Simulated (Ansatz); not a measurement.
The starting structures come from a database of crystals and need not be the phases stable at ambient conditions.

By PBEsol, the system below comes out a metal.

A figure of merit of an interconnect metal is its ballistic conductance per area.

Data:

```yaml
crystal:
  lattice:
    - [3.04096, 0.00000, 0.00000]
    - [0.00000, 3.04096, 0.00000]
    - [0.00000, 0.00000, 3.40983]
  atoms:
    - { symbol: Ta, position: [0.50000, 0.50000, 0.50000] }
    - { symbol: Ru, position: [0.00000, 0.00000, 0.00000] }
```

Space group of this cell: P4/mmm. The cell is taken as given; by PBEsol its mean pressure is -4.7 GPa.

The current flows along the normal of the first two printed cell vectors, the (001) plane of the conventional cell. No spin-orbit coupling; the value is a mean over 0.1 eV about the Fermi level.

**Question.** Estimate the ballistic conductance per area that PBEsol (Ansatz, an electronic-structure program) returns for this system.

**Answer.** 1.4 × 10¹⁵ S/m² for both spins.
